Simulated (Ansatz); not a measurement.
hypothetical CdI2 type HfO2 with two functionals

The parent structure is HfO2 in the CdI2 type structure (space group P-3m1, No. 164; a = 3.240 Å, c = 4.661 Å; a hypothetical phase, not in the database extracts checked; layered, stacked along the Cartesian z axis).

(Cell as relaxed with PBE-D3(BJ).)

Levels (all Ansatz, a program for electronic structure, PAW): PBE-D3(BJ) (420 eV, no spin-orbit coupling); r2SCAN+rVV10 (500 eV, no SOC).

Each level relaxes its own structure.

| quantity | PBE-D3(BJ) | r2SCAN+rVV10 |
|---|---|---|
| volume per atom | 14.12 Å³ | … |
| lattice parameter a | 3.240 Å | … |
| lattice parameter c | 4.661 Å | … |
| band gap | 4.48 eV | … |
| gap character | indirect, K–Γ (65 % along) → M | … |

Question: Predict the r2SCAN+rVV10 column.

Answer: 
- volume per atom, r2SCAN+rVV10: 13.69 Å³
- lattice parameter a, r2SCAN+rVV10: 3.227 Å
- lattice parameter c, r2SCAN+rVV10: 4.556 Å
- band gap, r2SCAN+rVV10: 4.92 eV
- gap character, r2SCAN+rVV10: indirect, K–Γ (71 % along) → K

PBE-D3(BJ)'s volume per atom lies 0.43 Å³ above r2SCAN+rVV10's (3.1 %); PBE-D3(BJ)'s lattice parameter a lies 0.013 Å above r2SCAN+rVV10's (0.4 %); PBE-D3(BJ)'s lattice parameter c lies 0.105 Å above r2SCAN+rVV10's (2.3 %); PBE-D3(BJ)'s band gap lies 0.44 eV below r2SCAN+rVV10's; they disagree on the gap character. Neither level is exact; r2SCAN+rVV10 is the comparison here, not a measurement.

With Hf present, leaving out spin-orbit coupling can change the band edges. No phonon test of stability was made.
